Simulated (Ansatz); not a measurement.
Defect: interstitial H in bixbyite In2O3 with all lengths changed by +1 %, charge state +1. Computed with PBE, PAW (plane waves to 420 eV; Ansatz, a program for electronic structure).

Cell of 80 host sites held at the strained lattice (strain from the relaxed PBE one, atoms relaxed); one k-point at (0.250, 0.250, 0.250); Fermi-Dirac width 0.01 eV, spin-restricted; finite-size errors left in. Energies are static. The charge state is imposed; whether it is stable for some Fermi level was not computed. Sites that were not tried may lie lower.

Barriers: single points on a 2×2×2 k-point mesh shifted by half a step at the bands' geometries.

The step: several atoms move together, H the farthest. Atoms about the jump, Cartesian Å from the middle of the jump, before and after:

```tsv
atom	x0	y0	z0	x1	y1	z1
H1	-0.08	-0.90	0.65	0.08	0.90	-0.65
O2	0.60	-0.30	0.25	0.46	0.19	-0.09
O3	1.32	2.63	0.01	1.34	2.73	0.00
In4	0.05	1.59	1.53	0.02	1.64	1.60
In5	2.41	1.24	-1.22	2.40	1.23	-1.20
In6	-0.32	-1.12	-1.66	-0.35	-1.19	-1.63
O7	0.96	0.38	-2.66	0.96	0.37	-2.74
In8	2.39	-1.09	1.51	2.44	-1.09	1.56
O9	-1.49	2.69	0.45	-1.49	2.68	0.45
O10	1.33	0.32	2.89	1.34	0.32	2.82
O11	3.62	0.37	0.42	3.62	0.36	0.44
O12	-1.49	0.36	2.44	-1.50	0.37	2.46
O13	-1.89	0.30	-2.34	-1.89	0.29	-2.33
O14	-1.40	-2.04	0.06	-1.44	-2.09	0.03
In15	-0.28	4.11	-0.81	-0.28	4.13	-0.81
In16	-2.88	1.87	-1.16	-2.89	1.87	-1.17
O17	0.89	3.15	2.84	0.91	3.17	2.86
O18	-1.43	3.12	-2.37	-1.42	3.10	-2.37
O19	1.33	-2.46	-2.33	1.32	-2.46	-2.32
In20	-0.63	1.54	-3.75	-0.62	1.51	-3.77
```

Predict the transition state.


```
atom      x      y      z
----  -----  -----  -----
H1     0.64   0.67  -0.08
O2     0.81  -0.29   0.01
O3     1.25   2.52   0.03
In4   -0.07   1.72   1.72
In5    2.46   1.20  -1.25
In6   -0.34  -1.16  -1.62
O7     0.96   0.36  -2.72
In8    2.35  -1.07   1.48
O9    -1.52   2.69   0.49
O10    1.29   0.36   2.85
O11    3.67   0.36   0.42
O12   -1.53   0.37   2.46
O13   -1.89   0.28  -2.33
O14   -1.46  -2.09   0.03
In15  -0.29   4.08  -0.81
In16  -2.89   1.85  -1.17
O17    0.90   3.22   2.89
O18   -1.44   3.09  -2.36
O19    1.32  -2.49  -2.34
In20  -0.63   1.51  -3.75
```
It lies 0.65 eV above the start and 0.051 eV above the end. The saddle point's order was not checked.
